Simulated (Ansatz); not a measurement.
**SrVO₃ (Pm-3m): band-structure transport figures**

Given:

```
SrVO3
1.0
    3.80980     0.00000     0.00000
    0.00000     3.80980     0.00000
    0.00000     0.00000     3.80980
Sr V O
1 1 3
Direct
  0.00000   0.00000   0.00000
  0.50000   0.50000   0.50000
  0.50000   0.00000   0.50000
  0.00000   0.50000   0.50000
  0.50000   0.50000   0.00000
```

Method: PBEsol, rigid bands (plane waves, PAW, scalar-relativistic; Ansatz, a program for electronic structure). Geometry: cell and atoms relaxed with PBEsol.

```json
{
  "density of states at the Fermi level": "1.55 states/(eV·cell), both spins",
  "bare Sommerfeld coefficient": "0.73 mJ/(mol of atoms·K²)",
  "drude_plasma_energy": "4.3 eV",
  "root-mean-square Fermi velocity": "5.0e5 m/s",
  "resistivity times τ": "27 ×10⁻²² Ω·m·s"
}
```

A metal at this level (no band gap); rigid bands, thermally averaged at 300 K, both spins. Spin-orbit coupling is left out. τ is one relaxation time for all states.

Formula and space group known from diffraction (Crystallography Open Database), not checked to be the room-temperature form: SrVO3 (Pm-3m). Treated as nonmagnetic (a ferromagnetic start lost its moment, other orders weren't tried): SrVO3 (Pm-3m).
